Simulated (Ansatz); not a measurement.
The starting structures come from a database of crystals and need not be the phases stable at ambient conditions.

Consider the following.

```
CELL_PARAMETERS angstrom
      6.09307     0.00000     0.00000
      3.04653     7.95117     0.00000
      0.00000     2.33459     5.62807
ATOMIC_POSITIONS crystal
  K  0.39056 0.21888 0.39056
  K  0.60944 0.78112 0.60944
  K  0.75000 0.50000 0.25000
  K  0.25000 0.50000 0.75000
  Ga 0.70553 0.00000 0.00000
  Ga 0.29447 0.00000 0.00000
  Ga 0.00000 0.00000 0.70553
  Ga 0.00000 0.00000 0.29447
  Ga 0.13856 0.72288 0.13856
  Ga 0.86144 0.27712 0.86144
```

Space group of this cell: I4/mmm. The cell is taken as given.

Transport runs along the normal of the first two printed cell vectors, the (101) plane of the conventional cell.

No gap correction and no spin-orbit coupling; mid-gap values are interpolated between computed energies.

Estimate the band gap and the smallest decay constant κ at mid-gap that PBEsol (Ansatz, a program for electronic structure) returns for this system.

Gap 0.38 eV on a 6×6×6 mesh; κ = 0.058 1/Å, at (0.500, 0.250) of the in-plane reciprocal vectors. At the zone centre, at the nearest computed energy, the slowest state has κ = 0.10 1/Å.
